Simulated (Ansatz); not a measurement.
Levels about the gap of amorphous Ti4Zr4Hf4Nb4Ta4O44 (64 atoms in a cell of 851 Å³, 5.99 g/cm³; zone centre alone, so wide bands show as single levels with stretches between that a denser mesh fills), at the geometry that PBE relaxed, where it gives 0.0 GPa on a denser mesh. The participation number counts the atoms over which a state spreads; weights are charges in smoothed Voronoi cells. The levels come from a single point, so bond lengths are those of that geometry. Method of the levels: r2SCAN, scalar-relativistic without spin-orbit coupling (Ansatz, a quantum-chemistry and plane-wave program). Sampling: the zone centre alone; Fermi-Dirac width 0.02 eV; no spin polarisation. At PBE the levels at the filled edge of the gap are localised (band-tail or defect states).

The cell was made by melting and quenching with the CHGNet potential and then relaxed with DFT. O atoms were pushed apart under 1.9 Å during the dynamics, to hinder bonds among them. The hot cell started wider than the set density and was brought back towards it in steps. It is the lowest in DFT energy of 2 quenches. It is a model cell: composition and starting density were chosen by hand, and all elements were melted together. No dispersion term was used. Its density started from a set value of 6.13 and ended at 5.99 g/cm³. The simulated quench (nominally 300 K/ps over its main leg) is rapid and tends to freeze in more defects than a deposited or slowly cooled glass has. One small periodic cell is one sample of the glass; other quenches scatter about these values. Volume and shape were free in the relaxation.

| E - E(highest filled), eV | filling | participation number | largest on | weight O | weight Ti | weight Nb | weight Ta |
|---|---|---|---|---|---|---|---|
| -0.36 | filled | 14.0 | O, 3 neighbours | 0.95 | 0.01 | 0.01 | 0.01 |
| -0.31 | filled | 15.7 | O, 4 neighbours | 0.95 | 0.01 | 0.01 | 0.01 |
| -0.27 | filled | 19.3 | O, 3 neighbours | 0.95 | 0.02 | 0.01 | 0.01 |
| -0.26 | filled | 25.6 | O, 3 neighbours | 0.96 | 0.01 | 0.01 | 0.01 |
| -0.20 | filled | 22.5 | O, 3 neighbours | 0.95 | 0.01 | 0.01 | 0.01 |
| -0.07 | filled | 11.1 | O, 3 neighbours | 0.95 | 0.01 | 0.01 | 0.02 |
| 0.00 | filled | 10.0 | O, 3 neighbours | 0.95 | 0.01 | 0.01 | 0.01 |
| 3.16 | empty | 6.0 | Ti, 6 neighbours | 0.23 | 0.50 | 0.20 | 0.05 |
| 3.31 | empty | 7.7 | Ti, 6 neighbours | 0.23 | 0.47 | 0.20 | 0.06 |
| 3.43 | empty | 4.6 | Ti, 6 neighbours | 0.22 | 0.59 | 0.10 | 0.06 |
| 3.53 | empty | 10.7 | Ti, 6 neighbours | 0.24 | 0.43 | 0.23 | 0.04 |
| 3.66 | empty | 9.0 | Ti, 6 neighbours | 0.26 | 0.40 | 0.25 | 0.03 |
| 3.75 | empty | 11.5 | Nb, 6 neighbours | 0.26 | 0.39 | 0.20 | 0.08 |
| 3.78 | empty | 11.2 | Nb, 7 neighbours | 0.25 | 0.44 | 0.22 | 0.04 |

Most localised among these is the empty level at +3.43 eV, on a Ti atom, which has 6 neighbours (O 1.86 Å, O 1.91 Å, O 1.95 Å, O 2.01 Å, O 2.21 Å, O 2.30 Å).
